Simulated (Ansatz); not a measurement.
A calculation on Ge (Fd-3m, No. 227, 34 atoms in the cell; start mp-1198022) returned lattice constant a 15.101 Å, cohesive energy 4.54 eV/atom.

Which level of theory produced these numbers?
A. PBE (Ansatz, a quantum-chemistry and plane-wave program)
B. r²SCAN (Ansatz)
C. LDA (Ansatz)
D. r²SCAN+rVV10 (Ansatz)

C, LDA (Ansatz)

The others give: r²SCAN+rVV10 15.202 Å, 3.99 eV/atom; r²SCAN 15.250 Å, 3.83 eV/atom; PBE 15.463 Å, 3.71 eV/atom.

Unless a cell is named, each level is at its own relaxed cell.

Caveats: the relaxation could not lower the start's symmetry, so the cell can be a saddle point above a distorted one (r²SCAN+rVV10, r²SCAN, PBE, LDA). Ansatz's density-functional and Hartree–Fock values are scalar-relativistic unless marked +SOC, with PAW data made under PBE.

A start named mp-… is a Materials Project structure, which need not be a measured phase.
